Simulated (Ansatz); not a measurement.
A relaxation of the atoms of LaAl₃Cu (I4mm, 5 atoms in the cell) with Ansatz (an electronic-structure program).

Method of the run: LDA (PW92), default PAW files made with PBE (plane waves; Ansatz).

The change in words: one atom moved by 0.15 angstrom; relax: default → atoms; relax.f_tol: default → 0.001 eV/Å. Reference geometry:
```
CELL_PARAMETERS angstrom
     -2.12922     2.12922     5.30752
      2.12922    -2.12922     5.30752
      2.12922     2.12922    -5.30752
ATOMIC_POSITIONS crystal
  La 0.99719 0.99719 0.00000
  Al 0.40289 0.40289 0.00000
  Al 0.24655 0.74655 0.50000
  Al 0.74655 0.24655 0.50000
  Cu 0.63082 0.63082 0.00000
```

Reference input (self-consistent single point, DFT, LDA (PW92), plane waves, default PAW files made with PBE): basis.ecutwfc = 30.9 Ry; kpoints.mp_grid.grid = 11 11 11; hamiltonian.xc = lda; hamiltonian.pseudopotentials = {kind: paw} (the program's default PAW files); scf.occupations.method = gaussian; scf.occupations.width = 0.0073 Ry. This run's input differs from it in these lines:

```diff
@@ -7,3 +7,3 @@
   atoms:
-    - { symbol: La, position_ang: [0.000000, -0.000000, 10.585210] }
+    - { symbol: La, position_ang: [-0.000000, 0.000000, 10.735211] }
     - { symbol: Al, position_ang: [0.000000, -0.000000, 4.276693] }
@@ -21,2 +21,4 @@
   occupations: { method: gaussian, width: 0.0073 Ry }
+relax:
+  f_tol: 0.001
 output:
```

Log, with long lists cut:

```
   [... SCF lines of the steps left out ...]
relax step   1: F+E_penalty+E_count = -14172.83404211 eV  Δ(F+E_penalty+E_count) = +0.000e0 eV  max|allowed force component| = 5.622e-1 eV/Å  Δτ_max = 0.0000 Å  (8 SCF iters, dr2 threshold 1.00e-7 eV, accepted)
relax step   2: F+E_penalty+E_count = -14172.87585681 eV  Δ(F+E_penalty+E_count) = -4.181e-2 eV  max|allowed force component| = 1.427e-1 eV/Å  Δτ_max = 0.1423 Å  (8 SCF iters, dr2 threshold 1.98e-5 eV, accepted)
   [... lines left out ...]
relax step   5: F+E_penalty+E_count = -14172.87960215 eV  Δ(F+E_penalty+E_count) = -2.554e-5 eV  max|allowed force component| = 5.208e-3 eV/Å  Δτ_max = 0.0028 Å  (6 SCF iters, dr2 threshold 2.46e-8 eV, accepted)
relax step   6: F+E_penalty+E_count = -14172.87960414 eV  Δ(F+E_penalty+E_count) = -1.993e-6 eV  max|allowed force component| = 9.135e-5 eV/Å  Δτ_max = 0.0005 Å  (5 SCF iters, dr2 threshold 1.95e-9 eV, accepted)
relax step   7: F+E_penalty+E_count = -14172.87960414 eV  Δ(F+E_penalty+E_count) = -2.437e-10 eV  max|allowed force component| = 9.889e-5 eV/Å  Δτ_max = 0.0000 Å  (2 SCF iters, accepted)
the relaxation is at rest under the 8 symmetry operations that the run kept from its start: a minimum is not shown …
Stability not checked: this state was not tested for a lower state beside it, because too few of the mixer's solves of this state at the end of the SCF gave a …
Free energy (F): -14172.879604 eV
Internal energy: -14172.874079 eV  (E = F + TS)
E sigma→0 (E₀):  -14172.876842 eV
Entropy (-TS):   -0.005525 eV (-1.105 meV/atom)
Fermi energy:    9.746210 eV
--- Forces (eV/Å), atoms counted from 1 ---
  atom   1  La     0.00000000    -0.00000000     0.00009849
   [... lines left out ...]
    - { symbol: Al, position: [0.40764500592474995, 0.40764500592474995, -7.776058890278865e-34] }
    - { symbol: Al, position: [0.24844258473714645, 0.7484425847371463, 0.49999999999999983] }
    - { symbol: Al, position: [0.7484425847371463, 0.24844258473714645, 0.49999999999999983] }
    - { symbol: Cu, position: [0.6344454642662825, 0.6344454642662825, 9.975176962484228e-34] }
```

The run converged. 

Summary of the result:
* **Free energy E − TS (on the zero of these files)**: -14172.8796 eV
* **Fermi level (on the code's own zero)**: 9.75 eV
* **Pressure**: -2.60 GPa
* **Relaxation steps**: 7

The starting cell comes from a database of computed structures (which also holds hypothetical and non-ambient phases and stackings), without a prior relaxation at this level. Its lattice was rescaled by up to half a per cent. For this run, on top of that: one atom moved by 0.15 angstrom. Spin polarisation is off. The relaxation keeps the symmetry of its start, so its end need not be a minimum. Ansatz's pressure includes its estimate of the finite-basis (Pulay) stress.

Cost on one core of a shared machine: roughly 4 min.

Keys are those of Ansatz 0.2.
